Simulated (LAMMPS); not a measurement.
Ni (fcc) at 950 K and zero pressure, started from the melt, with several potentials, in cells of their own sizes.

Interatomic potentials used:
- EAM-type CuNi.eam.alloy: classical MD, pair style eam/alloy, file CuNi.eam.alloy (LAMMPS); Onat and Durukanoglu, J Phys Cond Matt, 26, 035404 (2014)
- EAM-type Ni.adp: classical MD, pair style adp, file Ni.adp (LAMMPS); Mishin et al, Acta Mater, 53, 4029 (2005)
- EAM-type NiAlH_jea.eam.alloy: classical MD, pair style eam/alloy, file NiAlH_jea.eam.alloy (LAMMPS); Moody and Baskes, Modell Sim Mater Sci Eng, 3, 289-307 (1995)
- MEAM MoCoNiVFeAlCr_2nn.meam: classical MD, pair style meam, file MoCoNiVFeAlCr_2nn.meam (LAMMPS); Wang, J., Kwon, H., Kim, H.S. et al. A neural network model for high entropy alloy design. npj Comput Mater 9, 60 (2023).
- MEAM Ni.meam: classical MD, pair style meam, file Ni.meam (LAMMPS)
- MEAM library.meam-Ni: classical MD, pair style meam, file library.meam (library.meam-Ni) (LAMMPS); Baskes, Phys Rev B, 46, 2727-2742 (1992)
- SNAP Ni_Zuo_JPCA2020.quadratic.snap: MD with a machine-learned potential, pair style snap, file Ni_Zuo_JPCA2020.quadratic.snap (LAMMPS); Y. Zuo, C. Chen, X, Li, Z. Deng, Y. Chen, J. Behler, G. Csányi, A. V. Shapeev, A. P. Thompson, M. A. Wood, S. P. Ong, "Performance and Cost Assessment of Machine Learning Interatomic Potentials" J. Phys. Chem. A 124, 4, 731-745 (2020)
- SNAP Ni_Zuo_JPCA2020.snap: MD with a machine-learned potential, pair style snap, file Ni_Zuo_JPCA2020.snap (LAMMPS); Y. Zuo, C. Chen, X, Li, Z. Deng, Y. Chen, J. Behler, G. Csányi, A. V. Shapeev, A. P. Thompson, M. A. Wood, S. P. Ong, "Performance and Cost Assessment of Machine Learning Interatomic Potentials" J. Phys. Chem. A 124, 4, 731-745 (2020)

```csv
potential,state,volume,first peak of g(r),coordination number,self-diffusion coefficient of Ni (not corrected for cell size),mean phonon frequency,rough cost (ms per atom and simulated ps)
EAM-type CuNi.eam.alloy,liquid,11.8906 ± 0.0008 Å³/atom,"2.44 Å, height 3.5",13.0 (counted to 3.34 Å),(4.57 ± 0.10) × 10^-6 cm²/s,5.2 THz,1 to 3
EAM-type Ni.adp,"slow or partial motion within 60 ps, no clear phase",11.518 ± 0.003 Å³/atom,"2.47 Å, height 3.6",13.1 (counted to 3.30 Å),-,5.7 THz,1 to 3
EAM-type NiAlH_jea.eam.alloy,liquid,12.146 ± 0.001 Å³/atom,"2.47 Å, height 3.4",13.3 (counted to 3.42 Å),(5.03 ± 0.05) × 10^-6 cm²/s,5.2 THz,1 to 3
MEAM MoCoNiVFeAlCr_2nn.meam,"slow or partial motion within 60 ps, no clear phase",11.73 ± 0.03 Å³/atom,"2.50 Å, height 4.6",11.9 (counted to 3.10 Å),-,6.2 THz,3 to 10
MEAM Ni.meam,"slow or partial motion within 60 ps, no clear phase",11.78 ± 0.01 Å³/atom,"2.46 Å, height 4.3",10.6 (counted to 2.94 Å),-,7.8 THz,3 to 10
MEAM library.meam-Ni,"slow or partial motion within 60 ps, no clear phase",11.76 ± 0.01 Å³/atom,"2.47 Å, height 4.4",10.3 (counted to 2.90 Å),-,8.2 THz,3 to 10
SNAP Ni_Zuo_JPCA2020.quadratic.snap,viscous melt or glass; no diffusion seen in 30 ps,11.688 ± 0.005 Å³/atom,"2.47 Å, height 3.6",13.5 (counted to 3.38 Å),-,5.4 THz,30 to 100
SNAP Ni_Zuo_JPCA2020.snap,"slow or partial motion within 30 ps, no clear phase",11.45 ± 0.02 Å³/atom,"2.46 Å, height 4.0",12.6 (counted to 3.18 Å),-,5.8 THz,30 to 100
```

Costs are rough: whole-run CPU time with set-up and analysis, from shared machines, in bands a factor of about three wide.

Caution (row EAM-type CuNi.eam.alloy): this liquid lies under the melting point of about 1570 K that EAM-type CuNi.eam.alloy gives, so it is undercooled.

Caution (row EAM-type NiAlH_jea.eam.alloy): this liquid lies under the melting point of about 1440 K that EAM-type NiAlH_jea.eam.alloy gives, so it is undercooled.

Caution (rows MEAM MoCoNiVFeAlCr_2nn.meam; MEAM Ni.meam; MEAM library.meam-Ni; SNAP Ni_Zuo_JPCA2020.snap): enthalpy drifts during the constant-pressure average: a transition or slow ageing; fluctuation values are void.

Caution: the potential MEAM library.meam-Ni is a first-neighbour MEAM set with a 4 Å cutoff, used here without a parameter file and away from the static properties it was fitted to.

States go by the mean squared displacement: a species diffuses where it passes 1.5 Å², still rises and gives D over 1e-6 cm²/s; a crystal has left its structure where atoms lie 0.35 Å off their sites on average or a cubic box changes its shape by 3 %, or the axial ratios of another lie 8 % off the starting cell's, which the potential's own relaxation can also do.

Errors of D are the spread over four groups of atoms in one short run; a floor of about 5 %, a picked value, is safer.

Errors shown are sampling errors alone.
